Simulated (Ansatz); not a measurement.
Converging the k-point mesh at a smearing width of 0.02 eV: BePd (P4mm, 2 atoms in the cell)

```yaml
crystal:
  lattice:
    - [2.80321, 0.00000, 0.00000]
    - [0.00000, 2.80321, 0.00000]
    - [0.00000, 0.00000, 2.80321]
  atoms:
    - { symbol: Be, position: [0.00000, 0.00000, 0.01784] }
    - { symbol: Pd, position: [0.50000, 0.50000, 0.50000] }
```

Method: PBEsol, default PAW files made with PBE (plane waves; Ansatz, a first-principles code).

Base settings: basis.ecutwfc = 420 eV; kpoints.mp_grid.grid = 12 12 12; hamiltonian.xc = pbesol; hamiltonian.pseudopotentials = {kind: paw} (the program's default PAW files); scf.occupations.method = fermi_dirac; scf.occupations.width = 0.1 eV.

In this ladder: scf.occupations.width = 0.02 eV.

Only quantities that move along the ladder and can be compared are tabulated.

The count of work is k-points × plane waves × bands × iterations; it is no time. 

The starting cell comes from a database of computed structures (which also holds hypothetical and non-ambient phases and stackings), without a prior relaxation at this level. Its lattice was rescaled by up to half a per cent. One atom was moved a little off its site on purpose. Spin polarisation is off. Ansatz's pressure includes its estimate of the finite-basis (Pulay) stress.

Steps (kpoints.mp_grid.grid): 4 4 4; 5 5 5; 6 6 6; 7 7 7; 9 9 9; 11 11 11; 13 13 13; 15 15 15; 19 19 19; 23 23 23; 28 28 28.

### Question
What is the coarsest kpoints.mp_grid.grid that holds the forces within 0.01 eV/Å of the last step, with all finer ones?

### Answer
5 5 5, at 0.010 of the last step's count of work; the step before is off by 0.012 eV/Å.

### Question
What is the coarsest kpoints.mp_grid.grid that holds the pressure within 0.5 GPa of the last step, with all finer ones?

### Answer
6 6 6, at 0.022 of the last step's count of work; the step before is off by 0.76 GPa.

### Question
What is the coarsest kpoints.mp_grid.grid that holds the free energy within 5 meV/atom of the last step, with all finer ones?

### Answer
7 7 7, at 0.022 of the last step's count of work; the step before is off by 15 meV/atom.

| kpoints.mp_grid.grid | free energy less the last step's (meV/atom) | pressure (GPa) | largest difference of a force vector from the last step's (eV/Å) | count of work / last |
|---|---|---|---|---|
| 4 4 4 | 87.67 | 0.33 | 0.012 | 0.012 |
| 5 5 5 | -28.60 | -1.74 | 0.005 | 0.010 |
| 6 6 6 | 14.87 | -0.65 | 0.001 | 0.022 |
| 7 7 7 | 0.80 | -0.89 | 0.001 | 0.022 |
| 9 9 9 | 1.73 | -1.02 | 0.004 | 0.042 |
| 11 11 11 | 2.05 | -1.28 | 0.003 | 0.070 |
| 13 13 13 | 1.51 | -0.92 | 0.001 | 0.11 |
| 15 15 15 | 0.55 | -1.04 | 0.000 | 0.16 |
| 19 19 19 | -0.26 | -0.95 | 0.000 | 0.31 |
| 23 23 23 | 0.00 | -0.92 | 0.000 | 0.52 |
| 28 28 28 | 0.00 | -0.98 | 0.000 | 1.0 |

Keys are those of Ansatz 0.2.
